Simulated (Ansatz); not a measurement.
We consider CsSnI3 (P4/mbm, No. 127, 10 atoms in the cell; start mp-616378; high-temperature phase), described by PBE0 in Ansatz (plane waves, PAW).

Settings: plane-wave cutoff 500 eV, 4×4×4 k mesh, gaussian smearing 0.02 eV, scalar-relativistic PAW data made under PBE.

Cell (relaxed with r²SCAN):

```yaml
crystal:
  lattice:
    - [8.67974, 0.00000, 0.00000]
    - [0.00000, 8.67974, 0.00000]
    - [0.00000, 0.00000, 6.30833]
  atoms:
    - { symbol: Cs, position: [0.00000, 0.50000, 0.00000] }
    - { symbol: Cs, position: [0.50000, 0.00000, 0.00000] }
    - { symbol: Sn, position: [0.50000, 0.50000, 0.50000] }
    - { symbol: Sn, position: [0.00000, 0.00000, 0.50000] }
    - { symbol: I, position: [0.80047, 0.69953, 0.50000] }
    - { symbol: I, position: [0.19953, 0.30047, 0.50000] }
    - { symbol: I, position: [0.30047, 0.80047, 0.50000] }
    - { symbol: I, position: [0.69953, 0.19953, 0.50000] }
    - { symbol: I, position: [0.50000, 0.50000, 0.00000] }
    - { symbol: I, position: [0.00000, 0.00000, 0.00000] }
```

**Question.** What does this level give for the band gap?

**Answer.** 
band gap: 1.40 eV (on the SCF k mesh)

Note: held by symmetry at 0 K, a high-temperature phase can be a saddle point.

Spin–orbit coupling is not included; with these elements it can move the gap by several tenths of an eV or more.

Static lattice: no zero-point or thermal effects.

The result took roughly 60 core-minutes.

A start named mp-… is a Materials Project structure, which need not be a measured phase.

Ansatz is a quantum-chemistry and plane-wave program.
